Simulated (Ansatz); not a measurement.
The reference is an 8-atom supercell of W in the bcc (W type) structure (space group Im-3m, No. 229; a = 3.1545 Å) at its relaxed geometry.

Method: PBEsol/PAW in Ansatz (a quantum-chemistry and plane-wave program), no spin-orbit coupling, earlier PAW set.

One neutral defect a cell, atoms relaxed at fixed cell.

One change was made to it. Results:

```tsv
quantity	base	after
largest displacement of a host atom from its site in the perfect cell	–	1.61 Å
pressure	-0.3 GPa	81.1 GPa
```

Task: What was done to the base?
A) Ir on a W site
B) Li interstitial (started 1.58 Å from the nearest host atom)
C) W interstitial (started 1.66 Å from the nearest host atom)
D) I on a W site

Result: C, W interstitial (started 1.66 Å from the nearest host atom). For comparison, the largest displacement of a host atom from its site in the perfect cell in the other runs: I on a W site gives 0.06 Å; Li interstitial (started 1.58 Å from the nearest host atom) gives 0.35 Å; Ir on a W site gives 0.06 Å.

In so small a cell the defect repeats every few ångströms: this is an ordered compound, not a dilute defect. The final runs are not spin-polarised.
